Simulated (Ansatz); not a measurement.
Ansatz (a program for electronic structure) is run on YTe (P6/mmm, 6 atoms in the cell), and the run fails. The aim is a self-consistent single point with DFT, PBE, plane waves, default PAW files.

Cell that was meant: a = 6.9380 Å, b = 6.9380 Å, c = 5.5984 Å, α = 90.00°, β = 90.00°, γ = 120.00°.

Part of the input:

Ansatz 0.2 input:
```yaml
  xc: pbe
  pseudopotentials: { kind: paw }
scf:
  occupations: { method: fixed }
output:
  forces: true
  eigenvalues: true
```

Log, with long lists cut:

```
Error: inconsistent input (scf.occupations.method, magnetization): a σ = 0 step fill (method: fixed, or a smearing width below the step floor) cannot realise an odd electron count (81) without a locked total moment — the per-k integer fill puts the same N_el/2 bands in each spin channel; set magnetization.spin_polarized: true with magnetization.spin_locking.lock_magnetization: hard and an odd magnetization.initial_magnetization (the unpaired electron then fills one channel), or use a smearing method with a finite width, such as fermi_dirac
```

Q: Read the log: what does the program object to, and what is the fix?

A: The fault is an odd electron count with paired, fixed occupations; here the program stops on it instead of giving results. To fix it, use a smearing, or two spin channels. The program stopped before any SCF iteration.

The sound input it was made from differs as follows (other fixes are possible):
```diff
-  occupations: { method: fixed }
+  occupations: { method: gaussian, width: 0.2 }
```

With that input, the run converged in 7 iterations: free energy E − TS (on the zero of these files) -32490.7580 eV; Fermi level (on the code's own zero) 7.26 eV; pressure -6.18 GPa (DFT, PBE, plane waves, default PAW files).

On the sound input: the starting cell was generated: these elements placed on a structure prototype, without a prior relaxation; it need not be a known phase or ordering of this composition. Its lattice was rescaled by a random factor within 2.5 % of one. With a pressure of about -6 GPa the cell is away from its equilibrium volume at this level. Ansatz's pressure includes its estimate of the finite-basis (Pulay) stress.
